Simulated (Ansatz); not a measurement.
SiO2 in the rutile structure (space group P4_2/mnm, No. 136)

```
CELL_PARAMETERS angstrom
      4.18520     0.00000     0.00000
      0.00000     4.18520     0.00000
      0.00000     0.00000     2.66883
ATOMIC_POSITIONS crystal
  Si 0.50000 0.50000 0.50000
  Si 0.00000 0.00000 0.00000
  O  0.80610 0.80610 0.50000
  O  0.30610 0.69390 0.00000
  O  0.69390 0.30610 0.00000
  O  0.19390 0.19390 0.50000
```

All numbers come from DFT with r2SCAN, PAW potentials and a 500 eV plane-wave cutoff in Ansatz (a program for electronic structure), without spin-orbit coupling. k-mesh 8×8×12 (Γ-centred); smearing 0.05 eV (Fermi–Dirac).

```json
{
  "volume_per_atom": "7.79 Å³",
  "density": "4.27 g/cm³",
  "band_gap": "6.51 eV, direct at Γ",
  "electron_mass": "0.38 mₑ along c, 0.48 mₑ across",
  "hole_mass": "1.7 mₑ along c, 1.1 mₑ across",
  "Lowest conduction-band minima above the VBM": "Γ 6.51 eV",
  "total_energy": "-593.223 eV/atom (σ→0; compares only within this code and set-up)"
}
```

Masses are band curvatures over ±0.01 Å⁻¹ around the edge. Stability against distortions was not tested.
